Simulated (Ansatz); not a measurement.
# MoP: pressure series

The reference is MoP (space group P-6m2, No. 187; a = 3.241 Å, c = 3.195 Å).

Cell and atoms are relaxed at each pressure.

All numbers come from DFT with PBE, PAW potentials and a 420 eV plane-wave cutoff in Ansatz (a quantum-chemistry and plane-wave program), no spin-orbit coupling.

```csv
pressure (GPa),volume per atom (Å³/atom)
-2,14.672
0,14.532
3,14.338
7,?
15,13.673
30,13.022
50,12.344
75,11.685
100,11.159
```

Q: Fit the third-order Birch–Murnaghan form P(V) = (3B₀/2)[(V₀/V)^(7/3) − (V₀/V)^(5/3)]·[1 + (3/4)(B₀′ − 4)((V₀/V)^(2/3) − 1)] (squares taken in P) to the rows shown and predict the withheld row.

A: Least squares on the printed values gives V₀ = 14.532 Å³/atom, B₀ = 218 GPa, B₀′ = 4.2; this predicts 14.100 Å³/atom, and the run gives 14.098 Å³/atom, 0.002 lower.

Load acts through the strain it causes; cell and atoms are relaxed under it. Stability against distortions was not tested. Competing high-pressure phases were not computed. All final runs are without spin polarisation. An odd electron count without spin: MoP.
